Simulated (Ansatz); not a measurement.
# ZnCu in the CsCl type structure (space group Pm-3m, No. 221)

```
ZnCu
1.0
    2.91880     0.00000     0.00000
    0.00000     2.91880     0.00000
    0.00000     0.00000     2.91880
Zn Cu
1 1
Cartesian
  0.00000   0.00000   0.00000
  1.45940   1.45940   1.45940
```

All numbers come from r2SCAN (Ansatz, an electronic-structure program; PAW; 500 eV plane waves; without spin-orbit coupling). k-mesh 16×16×16 (Γ-centred); smearing 0.05 eV (Fermi–Dirac).

| Quantity | Result |
|---|---|
| Volume per atom | 12.43 Å³ |
| Density | 8.61 g/cm³ |
| Band gap | zero |
| Total energy | -4978.562 eV/atom (σ→0; compares only within this code and set-up) |

Stability against distortions was not tested. The final runs are not spin-polarised.
